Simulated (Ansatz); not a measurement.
An Ansatz (an electronic-structure program) input (Kohn–Sham DFT with the PBE functional, run in Ansatz with PAW and 420 eV plane waves, scalar-relativistic without spin-orbit coupling):

Ansatz 0.2 input:
```yaml
crystal:
  lattice:
    - [4.943432426, 0, 0]
    - [0, 4.943432426, 0]
    - [0, 0, 3.1992741091]
  atoms:
    - { symbol: Sn, position: [0, 0, 0] }
    - { symbol: Sn, position: [0.5, 0.5, 0.5] }
    - { symbol: O, position: [0.3065802108, 0.3065802108, 0] }
    - { symbol: O, position: [0.8065802108, 0.1934197892, 0.5] }
    - { symbol: O, position: [0.1934197892, 0.8065802108, 0.5] }
    - { symbol: O, position: [0.6934197892, 0.6934197892, 0] }
basis: { ecutwfc: 420, ecutrho_ratio: 4, xc_grid: 2, fft_grid_basis: typed }
kpoints: { mp_grid: { grid: [7, 7, 10] } }
hamiltonian:
  xc: pbe
  dispersion: none
  pseudopotentials: { kind: paw }
scf: { occupations: { method: fermi_dirac, width: 0.05 } }
relax: { f_tol: 0.005, max_steps: 50, cell: { stress_tol: 0.01, fix: [a, b, gamma] } }
output: { forces: true, stress: true }
checkpoint: { write: state.ck, write_every: 1000 }
```

### Question
Which symmetry and how many k-points will the program report, and about how many plane waves at Γ?

### Answer
Space group P42/mnm (ITA 136) with 16 operations, k-points 60 of 490, and 1551 plane waves at Γ.

### Question
And the final pressure?

### Answer
-3.75 GPa (compression positive).

The cells carry an imposed strain or load. Whether these cells are dynamically stable was not tested. The cell was made from SnO$_{2}$ in the rutile structure (space group P4_2/mnm, No. 136) by this change: biaxial strain +2.40 %, plane normal [001], relaxed out of plane.
